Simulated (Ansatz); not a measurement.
**Phonons of SrO in the rock salt structure at temperature**

Method: the stochastic self-consistent harmonic approximation in a 3×3×3 supercell, PBE density-functional theory in Ansatz (plane waves, PAW). The cell is fixed at its relaxed static size. Melting and transitions to other phases are not modelled. An odd repeat of the supercell leaves out some zone-boundary points, where instabilities often lie. Frequencies in cm⁻¹ at q = (0.00, 0.00, 0.33) (fractions of the primitive reciprocal vectors), each column in ascending order, rows equal in every column written once; i marks an imaginary mode. The auxiliary (Gaussian) frequencies are positive by construction; the free-energy Hessian decides stability.

```csv
harmonic,Gaussian 300 K,Hessian 300 K,Gaussian 1500 K,Hessian 1500 K
88,92,88,101,86
186,187,185,190,180
242,252,243,276,241
424,429,422,443,417
```

```yaml
pressure at 300 K in this cell: 1.22 ± 0.00 GPa
pressure at 1500 K in this cell: 4.77 ± 0.04 GPa
pressure near 300 K by path-integral sampling of the fitted surface: 1.25 GPa
pressure near 1500 K by path-integral sampling of the fitted surface: 5.20 GPa
static_pressure: 0.00 GPa
largest statistical error of the Hessian column at 300 K: 0.5 cm⁻¹
largest statistical error of the Hessian column at 1500 K: 1.1 cm⁻¹
```

Over all wave vectors of the supercell the softest harmonic mode is 88 cm⁻¹ at q = (0.00, 0.00, 0.33); the softest of the Hessian is 88 cm⁻¹ at q = (0.00, 0.00, 0.33) at 300 K (error under 1; the run's verdict: stable), 86 cm⁻¹ at q = (0.00, 0.00, 0.33) at 1500 K (error under 1; the run's verdict: stable).

Ansatz is a program for electronic structure.
